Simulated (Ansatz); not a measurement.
Worked example: self-consistent single point of LaZnIn (P6_3/mmc, 6 atoms in the cell) in Ansatz (a program for electronic structure).

Method: PBEsol with spin-orbit coupling, default PAW files made with PBE (plane waves; Ansatz).

```yaml
crystal:
  lattice:
    - [4.74429, 0.00000, 0.00000]
    - [-2.37215, 4.10868, 0.00000]
    - [0.00000, 0.00000, 8.00406]
  atoms:
    - { symbol: La, position: [0.00000, 0.00000, 0.00000] }
    - { symbol: La, position: [0.00000, 0.00000, 0.50000] }
    - { symbol: Zn, position: [0.66667, 0.33333, 0.25000] }
    - { symbol: Zn, position: [0.33333, 0.66667, 0.75000] }
    - { symbol: In, position: [0.66667, 0.33333, 0.75000] }
    - { symbol: In, position: [0.33333, 0.66667, 0.25000] }
```

Reference input (self-consistent single point, DFT, PBEsol, plane waves, default PAW files made with PBE): basis.ecutwfc = 30.9 Ry; kpoints.mp_grid.grid = 6 6 3; hamiltonian.xc = pbesol; hamiltonian.pseudopotentials = {kind: paw} (the program's default PAW files); scf.occupations.method = fermi_dirac; scf.occupations.width = 0.01 Ry. This run's input differs from it in these lines:

Ansatz 0.2 input:
```diff
@@ -20,2 +20,5 @@
   pseudopotentials: { kind: paw }
+magnetization:
+  noncollinear: true
+  spin_orbit: true
 scf:
```

The program printed (abridged):

```
SCF iter   1: F=—  HF=-29954.789695 eV  |F-HF|=—  |Δ(HF+E_count)|=         —  Δρ=6.33e-2  dr2=8.67e0  dr2_m=0.00e0 (ungated)  ethr=3.10e-3  |M|=0.00e0 ∫|m|=0.00e0 μB  |m|>n=0.0e0 m-floor=0.0e0 τ_xc=0.0e0  β_m=0.30  ⟨swp⟩=5.4  Hψ=3203  notcnv=0
all-band conjugate gradients solve this SCF's bands
preconditioner: auto → Kerker (q_TF=auto, 2.398 Å⁻¹)
spin=Noncollinear: Kerker preconditioning applied to the charge; magnetization (m_x, m_y, m_z) channels mix plain (no charge-response kernel on spin).
   [... lines left out ...]
SCF iter   9: F=—  HF=-29952.335340 eV  |F-HF|=—  |Δ(HF+E_count)|=   7.60e-7  Δρ=6.94e-6  dr2=1.37e-7  dr2_m=0.00e0 (ungated)  ethr=6.24e-9  |M|=0.00e0 ∫|m|=0.00e0 μB  |m|>n=0.0e0 m-floor=0.0e0 τ_xc=0.0e0  β_m=0.97  ⟨swp⟩=2.1  Hψ=896  notcnv=0
SCF iter  10: F=-29952.335340 eV  HF=-29952.335340 eV  |F-HF|=2.06e-9  |Δ(HF+E_count)|=   5.86e-9  Δρ=1.93e-6  dr2=7.27e-9  dr2_m=0.00e0 (ungated)  ethr=1.39e-10  |M|=0.00e0 ∫|m|=0.00e0 μB  |m|>n=0.0e0 m-floor=0.0e0 τ_xc=0.0e0  ⟨swp⟩=10.7  Hψ=2754  notcnv=0
SCF 1 converged in 10 iterations: F = -29952.335340 eV  dr2 = 7.27e-9
Magnetization: |M| = 0.0000 μB,  M = (+0.0000, +0.0000, +0.0000) μB
Absolute magnetization: 0.0000 μB (∫|m|)
  site 0: m = (+0.0000, +0.0000, +0.0000) μB, |m| = 0.0000 μB  (R = 1.40 Å)
  site 1: m = (+0.0000, +0.0000, +0.0000) μB, |m| = 0.0000 μB  (R = 1.40 Å)
  site 2: m = (+0.0000, +0.0000, +0.0000) μB, |m| = 0.0000 μB  (R = 1.13 Å)
  site 3: m = (+0.0000, +0.0000, +0.0000) μB, |m| = 0.0000 μB  (R = 1.13 Å)
  site 4: m = (+0.0000, +0.0000, +0.0000) μB, |m| = 0.0000 μB  (R = 1.13 Å)
  site 5: m = (+0.0000, +0.0000, +0.0000) μB, |m| = 0.0000 μB  (R = 1.13 Å)
Free energy (F): -29952.335340 eV
Internal energy: -29952.071949 eV  (E = F + TS)
E sigma→0 (E₀):  -29952.203644 eV
Entropy (-TS):   -0.263392 eV (-43.899 meV/atom)
Fermi energy:    10.348013 eV
   [... lines left out ...]
  atom   1  La    -0.00000000     0.00000000     0.00000000
   [... zero for the other atoms too ...]
--- Stress (GPa, compression-positive) ---
       -2.211555      -0.000000       0.000000
        0.000000      -2.211555       0.000000
        0.000000       0.000000      -2.549875
  P = ⅓ Tr σ = -2.3243 GPa (-23.243 kbar)
  The stress holds the Pulay correction. Without it, at fixed plane waves, as pw.x and ABINIT print it: P = -2.3519 GPa
```

The run converged in 10 iterations. Against the reference run the pressure hardly changes (-2.26 to -2.32 GPa).

The starting cell comes from a database of computed structures (which also holds hypothetical and non-ambient phases and stackings), without a prior relaxation at this level. Ansatz's pressure includes its estimate of the finite-basis (Pulay) stress.

Cost on one core of a shared machine: roughly 60 s.
